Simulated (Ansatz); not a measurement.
CsCl-type CuZn, treated with PBEsol (plane waves, PAW; Ansatz, a program for electronic structure).

A relaxed, unreconstructed slab of the (110) face has 12 atoms, two equal faces of 11.964 Å² each and an energy of -59217.2158 eV. A bulk cell of 4 atoms with the same orientation and in-plane k mesh has -19739.7737 eV. Energies are extrapolated to zero smearing.

Numerical settings: plane-wave cutoff 500 eV, 20×14×1 k mesh (along the axes of the cell as run), Fermi–Dirac smearing 0.1 eV, scalar-relativistic PAW data made under PBE.

Worked out: γ = (E_slab − N E_bulk per atom)/2A = [-59217.2158 − 12 × (-19739.7737/4)]/(2 × 11.964) = 0.0880 eV/Å². With 16.022 J/m² per eV/Å² this is 1.41 J/m², or 1.05 eV per surface cell and face.
